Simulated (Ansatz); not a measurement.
OH on the 1x1 (110) surface of bcc Ta, one in a 2x2 cell, energies for each (31.2 Å²). Energies are against H2O(g) − ½ H2(g), without zero-point or thermal terms; each row is named by its start.

All values below come from PBE (plane waves to 420 eV, PAW; Ansatz, a program for electronic structure).

### Question
Which site binds most strongly?
(A) bridge Ta-Ta (span 2.9 Å)
(B) hollow Ta-Ta-Ta
(C) top Ta

### Answer
B, hollow Ta-Ta-Ta. Adsorption energies: hollow Ta-Ta-Ta -1.80 eV; bridge Ta-Ta (span 2.9 Å) -1.45 eV; top Ta -0.91 eV.
